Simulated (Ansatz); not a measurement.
Base system: Mg in the hcp (Mg type) structure (space group P6_3/mmc, No. 194; relaxed with 0.1 eV smearing).

```yaml
crystal:
  lattice:
    - [3.17512, 0.00000, 0.00000]
    - [-1.58756, 2.74974, 0.00000]
    - [0.00000, 0.00000, 5.16281]
  atoms:
    - { symbol: Mg, position: [0.33333, 0.66667, 0.75000] }
    - { symbol: Mg, position: [0.66667, 0.33333, 0.25000] }
```

Cartesian axes are those of the cell as printed.

Method: PBEsol in Ansatz (plane waves to 420 eV, PAW, scalar-relativistic without spin-orbit coupling).

Strains are applied to the cell and any free atomic positions relax; under biaxial strain the out-of-plane vector relaxes too.

One change was made to it. Results:

The shortest interatomic distance increases by 0.009 Å, from 3.166 Å to 3.175 Å; the band gap is still zero.

**Question.** Which of these changes matches the shifts?
(A) isotropic strain −0.78 %
(B) tensor shear ε_yz = +3.21 %
(C) uniaxial strain ε_zz = +4.33 %
(D) biaxial strain +0.18 %, plane normal [001], relaxed out of plane

**Answer.** C, uniaxial strain ε_zz = +4.33 %. For comparison, the shortest interatomic distance in the other runs: biaxial strain +0.18 %, plane normal [001], relaxed out of plane gives 3.166 Å; tensor shear ε_yz = +3.21 % gives 3.084 Å; isotropic strain −0.78 % gives 3.141 Å.

Stability against distortions was not tested.

Ansatz is a program for electronic structure.
